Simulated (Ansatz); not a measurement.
# tetragonal indium (0 0 1) on zinc-blende InSb (0 0 1) (film strained to the substrate, started from cuts of the bulks and a machine-learned relaxation; slabs In4Sb4 and In8, which can lie off the formulas)

A periodic stack without vacuum, tetragonal indium (0 0 1) on zinc-blende InSb (0 0 1) (film strained to the substrate, started from cuts of the bulks and a machine-learned relaxation; slabs In4Sb4 and In8, which can lie off the formulas): substrate slab In4Sb4, film In8, surface cells [[1, 0], [1, 1]] and [[-1, 1], [-1, -1]], film strained by -0.3 and -0.3 %, outermost planes Sb/In and In/In as cut, which need not be the usual terminations and can put a slab off its formula.

The start was prepared with a machine-learned potential, and the result is one local minimum, with the in-plane cell held and forces under 0.04 eV/Å; the film can end far from its bulk form.

These are PBE (plane waves to 420 eV, PAW; Ansatz, a quantum-chemistry and plane-wave program) values and carry that method's errors. Spin–orbit coupling is left out; the runs are not spin-polarised. Its k-point mesh 7×7×1, Fermi–Dirac width 0.05 eV.

- interface area: 22.0 Å²
- period: 23.74 Å
- heights between the nearest atoms of the two slabs at the two interfaces: 2.04 and 1.97 Å
- In–In contacts across the interfaces within 1.22 times the sum of covalent radii: 4, mean 3.20 Å
- In–Sb contacts across the interfaces within 1.22 times the sum of covalent radii: 4, mean 3.20 Å

```
CELL_PARAMETERS angstrom
      4.68358     0.00168     0.30390
      0.00284     4.69294    -0.06950
      2.72335     0.42780    23.96506
ATOMIC_POSITIONS crystal
  In 0.96848 0.91099 0.25787
  In 0.59301 0.41299 0.11748
  In 0.69941 0.90660 0.54194
  In 0.34405 0.40865 0.39793
  Sb 0.03035 0.41224 0.18784
  Sb 0.68202 0.91416 0.04403
  Sb 0.77999 0.40764 0.46855
  Sb 0.40453 0.90981 0.32793
  In 0.00950 0.40783 0.73427
  In 0.49846 0.90719 0.74204
  In 0.12042 0.90789 0.62769
  In 0.60273 0.40683 0.63950
  In 0.81667 0.41027 0.94440
  In 0.27322 0.90771 0.96088
  In 0.92207 0.91175 0.84227
  In 0.41756 0.41020 0.84886
```
